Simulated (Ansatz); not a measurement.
Functionals compared on CO on the 1x1 (100) surface of monoclinic ZrO2 (cut with top plane 2 O), one in a 1x1 cell, started at the site 'over Zr at depth 1.1 Å', in Ansatz (plane waves, PAW). The structure was relaxed with PBE; the other rows are single points on it, each with its references at the same level. Cutoff 420 eV (500 eV for r2SCAN). HSE06 used the coarser mesh 3x3x1.

Host crystal: monoclinic ZrO2, with a band gap (PBE, scalar-relativistic without spin-orbit coupling).

Model: 26-atom slab, 9.4 Å thick at the start under the adsorbate (thin: gaps and levels are the slab's own), 4x4x1 mesh, Fermi-Dirac 0.01 eV, dipole correction, 12 atoms held, the rest relaxed; no symmetry held; no spin, no spin-orbit, no U, no dispersion correction. At the end it is bonded to Zr. In PBE it is, or lies within 0.03 eV of, the lowest of the starts that converged. These notes are the PBE run's. Adsorption energies are against CO(g). A negative adsorption energy means that the adsorbate is more stable on the surface than in its reference.

A dash marks a value that is undefined for that row or was read on another mesh.

```
functional  adsorption energy (eV)  gap of the slab on its k-mesh (eV)  highest filled level below the top vacuum level (eV)  rough cost of the single point
----------  ----------------------  ----------------------------------  ----------------------------------------------------  ------------------------------
PBE                          -0.46                                3.14                                                  6.46                               –
RPBE                         -0.27                                3.17                                                  6.34          roughly 4 core-minutes
r2SCAN                       -0.58                                3.58                                                  6.83   around 5 core-minutes (rough)
HSE06                        -0.45                                   –                                                     –  around 60 core-minutes (rough)
```

Ansatz is an electronic-structure program.
